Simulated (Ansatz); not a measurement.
Data:

```xyz
4
Lattice="3.0517 0.0000 0.0000 -1.5259 2.6750 0.0000 0.0000 0.0000 4.9433" Properties=species:S:1:pos:R:3 pbc="T T T"
Al     0.0000     1.7854     0.0027
Al     1.5259     0.8895     2.4744
N      0.0000     1.7895     1.8856
N      1.5259     0.8855     4.3572
```

No spin polarisation.

The values are results of plane-wave PAW DFT at the LDA level (Ansatz, a first-principles code, 420 eV), no SOC, not measurements. k-mesh 12×12×7 (Γ-centred); smearing 0.05 eV (Fermi–Dirac).

Question: Estimate the electron mass.

Answer: 0.33 mₑ along x, 0.32 mₑ along y, 0.31 mₑ along z (at Γ).

Question: Estimate the valence-band top at Γ (three highest levels, from the VBM).

Answer: 0.00, -0.14, -0.22 eV.

Question: What is the computed gap character?

Answer: Direct at Γ.

Question: What is the computed band gap?

Answer: 4.56 eV.

The cells carry an imposed strain or load. Masses are band curvatures over ±0.01 Å⁻¹ around the edge. Stability against distortions was not tested. The cell was made from AlN in the wurtzite structure (space group P6_3mc, No. 186) by this change: uniaxial strain ε_xx = −1.20 %.
